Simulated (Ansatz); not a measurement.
## A computed series for CdTe: pressure series

The reference is CdTe in the zinc blende structure (space group F-43m, No. 216; a = 6.6180 Å).

Cell and atoms are relaxed at each pressure.

Method: PBE, PAW, 420 eV (Ansatz, an electronic-structure program; no SOC).

Notes on the quantities. enthalpy: H = E + PV relative to the base's energy.

```json
[
 {"change": "base", "electron mass": "0.053 mₑ (at Γ)", "enthalpy": "–", "lattice parameter a": "6.618 Å"},
 {"change": "pressure −2 GPa", "electron mass": "___", "enthalpy": "-0.47 eV/atom", "lattice parameter a": "___"},
 {"change": "pressure −1 GPa", "electron mass": "0.047 mₑ (at Γ)", "enthalpy": "-0.23 eV/atom", "lattice parameter a": "6.687 Å"},
 {"change": "pressure 1.8 GPa", "electron mass": "0.061 mₑ (at Γ)", "enthalpy": "+0.40 eV/atom", "lattice parameter a": "6.518 Å"},
 {"change": "pressure 4.2 GPa", "electron mass": "0.070 mₑ (at Γ)", "enthalpy": "+0.90 eV/atom", "lattice parameter a": "___"},
 {"change": "pressure 9 GPa", "electron mass": "0.082 mₑ (at Γ)", "enthalpy": "+1.85 eV/atom", "lattice parameter a": "6.252 Å"},
 {"change": "pressure 18 GPa", "electron mass": "0.096 mₑ (at Γ)", "enthalpy": "+3.48 eV/atom", "lattice parameter a": "6.050 Å"},
 {"change": "pressure 30 GPa", "electron mass": "0.11 mₑ (at Γ)", "enthalpy": "+5.46 eV/atom", "lattice parameter a": "5.868 Å"},
 {"change": "pressure 45 GPa", "electron mass": "–", "enthalpy": "+7.72 eV/atom", "lattice parameter a": "5.708 Å"},
 {"change": "pressure 60 GPa", "electron mass": "–", "enthalpy": "+9.83 eV/atom", "lattice parameter a": "5.587 Å"}
]
```

Problem. Complete the table.

Solution. 
- pressure −2 GPa, electron mass: 0.039 mₑ (at Γ)
- pressure −2 GPa, lattice parameter a: 6.768 Å
- pressure 4.2 GPa, lattice parameter a: 6.412 Å

Spin-orbit coupling, missing from the scalar runs, can matter with Te. The levels and masses belong to the bands next to the band gap. Load acts through the strain it causes; cell and atoms are relaxed under it. Effective masses come from finite differences of ±0.01 Å⁻¹. Stability against distortions was not tested. Measured, CdTe leaves this structure (for cinnabar) near 3.53 GPa (temperature not stated; as listed in Datta, Sujoy, Jana, Debnarayan, arXiv (2020)), on rising pressure, with hysteresis.
